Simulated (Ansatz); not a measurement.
## Effect of isotropic strain −2.50 % on Os

Base system: Os in the hcp (Mg type) structure (space group P6_3/mmc, No. 194; a = 2.729 Å, c = 4.309 Å; relaxed with 0.1 eV smearing).

One thing is altered: every lattice vector is shortened by 2.50 %, atoms relaxed at fixed cell.

All numbers come from PBEsol (Ansatz, a program for electronic structure; PAW; 420 eV plane waves; no spin-orbit coupling). Γ-centred 24×24×14 mesh, Fermi–Dirac width 0.1 eV.

| quantity | base | changed | shift |
|---|---|---|---|
| volume per atom | 13.90 Å³ | 12.88 Å³ | -1.02 Å³ |
| shortest interatomic distance | 5.044 bohr | 4.918 bohr | -0.126 bohr |
| energy relative to the base (free energy F) | 0 meV/atom | +116 meV/atom | +116 meV/atom |
| band gap | zero | zero | – |

Final structure:

```
CELL_PARAMETERS angstrom
      2.66080     0.00000     0.00000
     -1.33040     2.30432     0.00000
      0.00000     0.00000     4.20134
ATOMIC_POSITIONS crystal
  Os 0.66667 0.33333 0.75000
  Os 0.33333 0.66667 0.25000
```

Whether these cells are dynamically stable was not tested. All final runs are without spin polarisation.
